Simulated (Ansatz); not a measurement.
Take BeTe in the zinc blende structure (space group F-43m, No. 216; a = 5.6569 Å) as the base. Axes: x, y, z lie along the cube axes.

Level of theory: r2SCAN, PAW, 500 eV (Ansatz, a quantum-chemistry and plane-wave program; no spin-orbit coupling).

Now apply this change: uniaxial strain ε_zz = +2.98 %, all other strain components held at zero; the atoms relax in the strained cell.

### Question
Predict the stress tensor and what it implies for the stiffness.

### Answer
Stress of the strained cell less that of the base (GPa, compression positive):
```
  -1.01    0.00    0.00
   0.00   -1.01    0.00
   0.00    0.00   -2.91
```

Then −Δσ_ii/ε with ε = 0.0298 gives secant stiffness values (nonlinear terms included at this strain): C33 ≈ 98 GPa, C13 ≈ 34 GPa and C23 ≈ 34 GPa.

As a check, the harmonic strain energy −½ V₀ Δσ:ε is 6.1 meV/atom; the computed energy rise is 6.2 meV/atom.

Whether these cells are dynamically stable was not tested.
